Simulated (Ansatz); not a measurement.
Rb2PtCl6 (Fm-3m): band-edge transport data

Input:

```
PtRb2Cl6
1.0
    0.00000     4.94930     4.94930
    4.94930     0.00000     4.94930
    4.94930     4.94930     0.00000
Rb Pt Cl
2 1 6
Direct
  0.25000   0.25000   0.25000
  0.75000   0.75000   0.75000
  0.00000   0.00000   0.00000
  0.76551   0.23449   0.76551
  0.23449   0.76551   0.23449
  0.76551   0.23449   0.23449
  0.23449   0.76551   0.76551
  0.76551   0.76551   0.23449
  0.23449   0.23449   0.76551
```

The numbers are results of PBEsol, rigid bands (plane waves, PAW, scalar-relativistic; Ansatz, a first-principles code), not measurements. How the cell was made: cell and atoms relaxed with PBEsol.

```json
{
  "band_gap": "1.80 eV",
  "electron conductivity mass (300 K, dilute)": "0.76 mₑ",
  "effective density of states N_c (300 K)": "4.8e19 cm⁻³",
  "density_of_states_mass_electrons": "1.54 mₑ",
  "Seebeck coefficient, n-type 1e19 cm⁻³, 300 K": "-347 μV/K",
  "best n-type power factor at 300 K for τ = 10 fs (best axis; densities from 1e16 to 1e21 cm⁻³ tried, whether or not they can be reached)": "9.7 μW/(cm·K²) at 1e20 cm⁻³"
}
```

Rigid bands; masses and Seebeck coefficients take one relaxation time τ for all states and one kind of carrier; polarons and phonon drag are left out. Spin-orbit coupling is left out; with 5d elements it also splits d-like band edges.

Formula and space group known from diffraction (Crystallography Open Database), not checked to be the room-temperature form: Rb2PtCl6 (Fm-3m).
